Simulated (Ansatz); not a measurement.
A periodic model of amorphous Ba12Zr12O36:

```xyz
60
Lattice="10.1494 0.0000 0.0000 0.0000 10.1494 0.0000 0.0000 0.0000 10.1494" Properties=species:S:1:pos:R:3 pbc="T T T"
Ba     8.3564     9.9106     8.4038
Ba     3.6102     4.3166     6.8967
Ba     7.3609     3.5639     8.5730
Ba     4.4868     9.5620     2.1124
Ba     6.7180     6.8143     7.0023
Ba     9.7418     0.2070     1.8987
Ba     0.3548     5.9778     8.0516
Ba     3.3712     3.8705     1.2683
Ba     9.7054     4.9750     4.2481
Ba     6.7156     1.7561     5.2467
Ba     1.9020     1.3801     4.5353
Ba     7.5609     8.4788     3.9874
Zr     0.6116     8.1804     5.4898
Zr     6.9056     2.2904     1.7287
Zr     9.7587     3.4092     1.1177
Zr     4.2492     7.0917     9.6277
Zr     4.3232     9.2781     6.1038
Zr     0.6579     2.2554     8.0266
Zr     7.6938     6.4210     0.8197
Zr     1.9306     9.2223     9.0407
Zr     4.2291     1.3232     8.9198
Zr     5.7797     5.1794     3.9440
Zr     1.1396     7.1907     1.4692
Zr     2.9757     6.7040     4.1414
O      6.4487     4.5442     5.6683
O      8.9648     1.8442     7.2656
O      4.5562     5.2180     9.2780
O      2.7526     2.6214     8.9164
O      5.9494     7.4843     0.6093
O      0.3864     5.2347     1.4549
O      8.1220     6.3325     8.9887
O      1.5867     9.1262     1.0327
O      5.6981     3.4735     2.8913
O      5.1856     1.8940     0.5145
O      0.5758     0.5403     9.1715
O      2.0888     7.1249     9.5824
O     10.1107     3.6892     9.1836
O      7.3391     6.1126     3.0118
O      6.3825     9.3219     6.2833
O      6.8583     0.5304     2.6819
O      4.3907     7.6710     7.7207
O      2.6672     8.6797     4.9574
O      3.7000     4.8180     4.1381
O      0.9328     7.1902     3.4921
O      1.7887     6.2014     5.7614
O      3.1698     6.7829     2.0001
O      8.6823     2.8516     2.8312
O      3.8953     9.5228     9.7940
O      1.3868     3.0560     6.3378
O      0.6622     8.5424     7.5153
O      3.0722     0.1292     7.4503
O      7.6995     4.3655     0.8126
O      5.0058     7.2032     4.5560
O      5.4883     2.0140     7.6102
O      4.3917     0.6223     4.7703
O      8.3140     1.7806     0.2788
O      9.9826     9.7567     4.5767
O      9.1845     7.7623     1.2391
O      9.0743     7.0514     5.7021
O      1.1905     2.4321     1.9019
```

Level of theory: PBE, scalar-relativistic without spin-orbit coupling (plane waves to 420 eV, PAW; Ansatz, an electronic-structure program).

A CHGNet melt-quench gave the starting glass, which DFT then relaxed. O atoms were pushed apart under 1.9 Å during the dynamics, to hinder bonds among them. The hot cell started wider than the set density and was brought back towards it in steps. It is the lowest in DFT energy of 2 quenches. It is a model cell: composition and starting density were chosen by hand, and all elements were melted together. No dispersion term was used. Its density started from a set value of 5.84 and ended at 5.27 g/cm³. The quench (nominally 410 K/ps over its main leg) was far faster than any real one, so the model tends to hold more defects than a real film. One small periodic cell is one sample of the glass; other quenches scatter about these values. The volume was free in the relaxation, at fixed shape. Stress components on the final sampling reach 1.9 GPa.

Cut-offs for bonds: Ba-Ba 4.73 Å, Ba-Zr 4.07 Å, Ba-O 3.66 Å, Zr-Zr 3.41 Å, Zr-O 2.88 Å, O-O 1.58 Å. Two cations that share two anions don't count as bonded, nor two that share one unless they lie closer than Ba-Ba 4.60 Å, Ba-Zr 3.96 Å, Zr-Zr 3.32 Å.

Problem. Give the coordination numbers, mean bond lengths and angles.

Solution. 
| Property | Result |
|---|---|
| Mean coordination of Ba by anions | 7.67 (2 with 6, 2 with 7, 6 with 8, 2 with 9); 7 close contacts or bonds to cations besides |
| Mean coordination of Zr by anions | 5.67 (4 with 5, 8 with 6); 1 close contacts or bonds to cations besides |
| Mean coordination of O | 4.44 (1 with 3, 20 with 4, 13 with 5, 2 with 6) |
| Mean Ba-O bond | 2.900 Å (spread 0.297 Å, 92 counted) |
| Mean Zr-O bond | 2.132 Å (spread 0.151 Å, 68 counted) |
| Mean Ba-Ba close contact | 4.267 Å (spread 0.095 Å, 3 counted) |
| Bond angle at Ba | mean 98.6°, spread 32.4° |
| Bond angle at Zr | mean 104.4°, spread 29.0° |
| Bond angle at O | mean 107.1°, spread 24.5° |

Problem. List the pairs of like atoms that count as bonded by the rules above.

Solution. Ba2-Ba11 (4.14 Å), Ba8-Ba11 (4.36 Å), Ba9-Ba11 (4.30 Å).

Problem. What Bader charges do the atoms carry, from a run on the zone centre alone?

Solution. Means (range): Ba +1.53 e (+1.47 to +1.57), Zr +2.47 e (+2.42 to +2.53), O -1.34 e (-1.37 to -1.29).
```tsv
atom	charge (e)
Ba1	+1.54
Ba2	+1.55
Ba3	+1.51
Ba4	+1.56
Ba5	+1.47
Ba6	+1.51
Ba7	+1.52
Ba8	+1.57
Ba9	+1.55
Ba10	+1.56
Ba11	+1.54
Ba12	+1.50
Zr13	+2.48
Zr14	+2.50
Zr15	+2.47
Zr16	+2.44
Zr17	+2.50
Zr18	+2.46
Zr19	+2.50
Zr20	+2.51
Zr21	+2.42
Zr22	+2.43
Zr23	+2.53
Zr24	+2.46
O25	-1.32
O26	-1.33
O27	-1.30
O28	-1.31
O29	-1.33
O30	-1.33
O31	-1.36
O32	-1.31
O33	-1.31
O34	-1.36
O35	-1.29
O36	-1.36
O37	-1.31
O38	-1.35
O39	-1.36
O40	-1.34
O41	-1.32
O42	-1.35
O43	-1.32
O44	-1.33
O45	-1.34
O46	-1.36
O47	-1.34
O48	-1.35
O49	-1.35
O50	-1.34
O51	-1.34
O52	-1.34
O53	-1.37
O54	-1.32
O55	-1.33
O56	-1.36
O57	-1.33
O58	-1.35
O59	-1.35
O60	-1.34
```
